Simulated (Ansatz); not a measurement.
The starting structures come from a database of crystals and need not be the phases stable at ambient conditions.

 Where the default PAW files enter, the runs use the earlier of Ansatz's two default sets.

Tunnelling through a barrier is set by its complex band structure: the current falls as exp(−2κd) with the smallest κ.

```
GeSe2
1.0
    6.49319     0.00000     0.00000
    0.84612     6.43782     0.00000
    2.82353    -3.21891     4.28179
Ge Se
2 4
Cartesian
  3.24659   0.00000   2.14089
  0.00000   0.00000   0.00000
  4.55307   4.06239   2.19245
  4.19800   0.76597   0.05155
  7.44460   0.76597   2.08934
  4.13001   0.84348   4.23024
```

Space group of this cell: I-42d. The cell is strained (all lengths scaled by 1.02); by PBEsol its mean pressure is -3.0 GPa.

Transport runs along the normal of the first two printed cell vectors, the (110) plane of the conventional cell.

No gap correction and no spin-orbit coupling; mid-gap values are interpolated between computed energies.

**Question.** State the band gap and the smallest decay constant κ at mid-gap according to Ansatz (a first-principles code) with PBEsol.

**Answer.** Gap 1.46 eV on a 8×8×8 mesh; κ = 0.160 1/Å, at the zone centre.
